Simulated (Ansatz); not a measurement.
CdSe: uniaxial strain ε_zz = +1.00 %

Base system: CdSe in the zinc blende structure (space group F-43m, No. 216; a = 6.0816 Å). Axes: x, y, z lie along the cube axes.

Now apply this change: uniaxial strain ε_zz = +1.00 %, all other strain components held at zero, atoms relaxed at fixed cell.

Method: PBEsol (Ansatz, a program for electronic structure, PAW, no spin-orbit coupling). k-mesh 9×9×9 (Γ-centred); smearing 0.05 eV (Fermi–Dirac).

The volume per atom increases by 0.28 Å³ (28.12 Å³ → 28.40 Å³) and the space group changes from F-43m (No. 216) to I-4m2 (No. 119). The shortest interatomic distance increases by 0.009 Å (2.633 Å → 2.642 Å) and the energy grows by 0.6 meV/atom. The pressure (mean of the normal stresses, compression positive) goes from zero to -0.51 GPa and the band gap shrinks by 0.03 eV, from 0.48 eV to 0.45 eV. The gap character is still direct at Γ and the valence-band top at Γ (three highest levels, from the VBM) becomes 0.00, 0.00, -0.03 eV (base: 0.00, 0.00, 0.00 eV). The stress (xx, yy, zz, yz, xz, xy; compression positive) is (-0.44, -0.44, -0.63, 0.00, 0.00, 0.00) GPa.

Cost of the whole job for the changed cell (relaxation, final SCF and bands): around 40 core-seconds (rough).

Whether these cells are dynamically stable was not tested. k-point labels follow each cell's own Brillouin zone.
